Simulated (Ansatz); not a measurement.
Results of LDA in Ansatz (PAW) for cubic perovskite KZnF3.

Input file:

Ansatz 0.2 input:
```yaml
crystal:
  lattice:
    - [3.8918316034, 0.0, 0.0]
    - [0.0, 3.8918316034, 0.0]
    - [0.0, 0.0, 3.8918316034]
  atoms:
    - { symbol: K, position: [0.0, 0.0, 0.0] }
    - { symbol: Zn, position: [0.5, 0.5, 0.5] }
    - { symbol: F, position: [0.5, 0.0, 0.5] }
    - { symbol: F, position: [0.0, 0.5, 0.5] }
    - { symbol: F, position: [0.5, 0.5, 0.0] }
basis:
  ecutwfc: 520
  ecutrho_ratio: 4
  xc_grid: 2
kpoints:
  mp_grid: { grid: [8, 8, 8] }
hamiltonian:
  xc: lda
  dispersion: none
  pseudopotentials: { kind: paw }
scf:
  occupations: { method: fermi_dirac, width: 0.01 }
  convergence: { dr2_threshold: 0.0000000005 }
output:
  forces: true
  stress: true
  eigenvalues: true
```

Output (set-up and result lines):

```
Crystal: 5 atoms, lattice volume = 58.947 Å³
Basis set: ecut = 520 eV, 1575 PW (Γ), exchange–correlation on 60×60×60 points (8 copies of the dense FFT grid, shifted against one another)
Bands: 26, of which v1, the nominal top of the filled ones, is band 21 counted from 1 (20 counted from 0)
Symmetry: 48 space group operations
Space group: Pm-3m (ITA 221), of the structure as read, at distance tolerance 3.9e-5 Å
k-points: 35 of 512
Functional: x = slater, c = lda
SCF iter   1: F=—  HF=-7128.439870 eV  |F-HF|=—  |Δ(HF+E_count)|=         —  Δρ=2.09e-2  dr2=1.76e-1
SCF iter   2: F=—  HF=-7128.386309 eV  |F-HF|=—  |Δ(HF+E_count)|=   5.36e-2  Δρ=5.27e-3  dr2=5.98e-3
  ...
SCF iter   8: F=—  HF=-7128.384177 eV  |F-HF|=—  |Δ(HF+E_count)|=   2.90e-9  Δρ=2.22e-6  dr2=5.09e-9
SCF iter   9: F=-7128.384177 eV  HF=-7128.384177 eV  |F-HF|=3.55e-11  |Δ(HF+E_count)|=   1.70e-9  Δρ=4.68e-7  dr2=8.06e-11
SCF 1 converged in 9 iterations: F = -7128.384177 eV  dr2 = 8.06e-11
SCF converged after 9 iterations
Free energy (F): -7128.384177 eV
Internal energy: -7128.384177 eV  (E = F + TS)
E sigma→0 (E₀):  -7128.384177 eV
Fermi energy:    7.694805 eV
--- Forces (eV/Å), atoms counted from 1 ---
  atom   1  K     -0.00000000    -0.00000000    -0.00000000
  atom   2  Zn     0.00000000     0.00000000    -0.00000000
  atom   3  F      0.00000000    -0.00000000    -0.00000000
  atom   4  F      0.00000000    -0.00000000    -0.00000000
  atom   5  F      0.00000000    -0.00000000     0.00000000
--- Stress (GPa, compression-positive) ---
        6.868404       0.000000       0.000000
        0.000000       6.868404       0.000000
        0.000000       0.000000       6.868404
  P = ⅓ Tr σ = 6.8684 GPa (68.684 kbar)
```

The cell is one volume of an energy–volume scan, off the minimum.

The PAW data were made under PBE.

Ansatz is a first-principles code.
